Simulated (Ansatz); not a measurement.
We consider CaTi₄Cu₃O₁₂ (Im-3, No. 204, 20 atoms in the cell; start mp-22592), described by r²SCAN in Ansatz (plane waves, PAW).

Run with plane-wave cutoff 560 eV, 12×12×12 k mesh, Fermi–Dirac smearing 0.05 eV, spin-polarised start, scalar-relativistic PAW data made under PBE.

Cell (relaxed with PBEsol):

```xyz
20
Lattice="-3.6814 3.6814 3.6814 3.6814 -3.6814 3.6814 3.6814 3.6814 -3.6814" Properties=species:S:1:pos:R:3 pbc="T T T"
Ca     0.0000     0.0000     0.0000
Ti     1.8407     1.8407     1.8407
Ti     1.8407     1.8407    -1.8407
Ti    -1.8407     1.8407     1.8407
Ti     1.8407    -1.8407     1.8407
Cu     0.0000     3.6814     0.0000
Cu     0.0000     0.0000     3.6814
Cu     3.6814     0.0000     0.0000
O      0.0000     5.1303     1.2979
O      3.6814    -1.4488     2.3835
O      0.0000     2.2326     1.2979
O      3.6814     1.4488     2.3835
O      1.2979     0.0000     5.1303
O      2.3835     3.6814    -1.4488
O      1.2979     0.0000     2.2326
O      2.3835     3.6814     1.4488
O      5.1303     1.2979     0.0000
O     -1.4488     2.3835     3.6814
O      2.2326     1.2979     0.0000
O      1.4488     2.3835     3.6814
```

Q: Give the computed band gap and Γ–Γ gap.

A: 
- band gap = 0.82 eV (on the SCF k mesh)
- Γ–Γ gap = 1.43 eV

Note: the magnetic order was assumed, not searched for or taken from measurement; cell and atoms aren't relaxed at this level (largest force component 0.12 eV/Å, pressure 2.1 GPa).

The computed numbers hold no vibrational or temperature effects.

A start named mp-… is a Materials Project structure, which need not be a measured phase.

Ansatz is a first-principles code.
